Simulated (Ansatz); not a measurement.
Amorphous Al₃₀O₄₈H₆, 84 atoms at 3.07 g/cm³, one PBE-relaxed geometry, zone centre. Methods: PBE, scalar-relativistic without spin-orbit coupling (Ansatz, a first-principles code); r2SCAN, scalar-relativistic without spin-orbit coupling (Ansatz). Plane waves to 420 eV (r2SCAN 500 eV). At PBE the levels at the filled edge of the gap are localised (band-tail or defect states), and the nearest spread-out levels lie 4.3 eV apart at the zone centre. All rungs ran without spin polarisation.

Preparation: random packing, a CHGNet melt and quench, and a DFT relaxation. O atoms were pushed apart under 1.9 Å during the dynamics, to hinder bonds among them. The hot cell started wider than the set density and was brought back towards it in steps. It is the lowest in DFT energy of 2 quenches. It is a model cell: composition and starting density were chosen by hand, and all elements were melted together. No dispersion term was used. Its density started from a set value of 3.08 and ended at 3.07 g/cm³. The simulated quench (nominally 180 K/ps over its main leg) is rapid and tends to freeze in more defects than a deposited or slowly cooled glass has. Values belong to this one cell and scatter from quench to quench. The volume was free in the relaxation, at fixed shape. Stress components on the final sampling reach 1.1 GPa.

The relaxation ran on the zone centre alone. At PBE the level gap is 3.54 eV on a 2×2×2 Γ-centred mesh, and the spacing at the zone centre alone 3.54 eV.

Question: What zone-centre spacing does r2SCAN give, roughly?

Answer: 4.19 eV (+0.66 eV against PBE).

The highest filled and the lowest empty state spread over these numbers of atoms (participation numbers): PBE: 3.2 and 75.6; r2SCAN: 3.2 and 74.9.
